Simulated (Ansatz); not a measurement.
## Zr: response to strain

Start from Zr in the hcp (Mg type) structure (space group P6_3/mmc, No. 194; a = 3.244 Å, c = 5.158 Å; relaxed with 0.1 eV smearing). Axes: x lies along a and z along c of the hexagonal cell.

Strains are applied to the cell and any free atomic positions relax.

The values are results of r2SCAN in Ansatz (plane waves to 500 eV, PAW, no spin-orbit coupling), not measurements.

Notes on the quantities. energy relative to the base: free energy F.

| case | energy relative to the base | volume per atom |
|---|---|---|
| base | 0 meV/atom | 23.51 Å³ |
| tensor shear ε_xz = +1.71 % | +2.7 meV/atom | 23.50 Å³ |
| tensor shear ε_xz = +2.00 % | +3.7 meV/atom | 23.50 Å³ |
| tensor shear ε_xz = +1.43 % | +1.9 meV/atom | 23.50 Å³ |
| tensor shear ε_xz = +0.57 % | +0.3 meV/atom | 23.51 Å³ |
| tensor shear ε_xz = +0.29 % | +0.1 meV/atom | 23.51 Å³ |
| tensor shear ε_xz = +0.86 % | … | 23.51 Å³ |
| tensor shear ε_xz = +1.14 % | +1.2 meV/atom | 23.51 Å³ |

**Question.** Complete the table.

**Answer.** 
- tensor shear ε_xz = +0.86 %, energy relative to the base: +0.7 meV/atom

No phonon test of stability was made. All final runs are without spin polarisation.

Ansatz is a quantum-chemistry and plane-wave program.
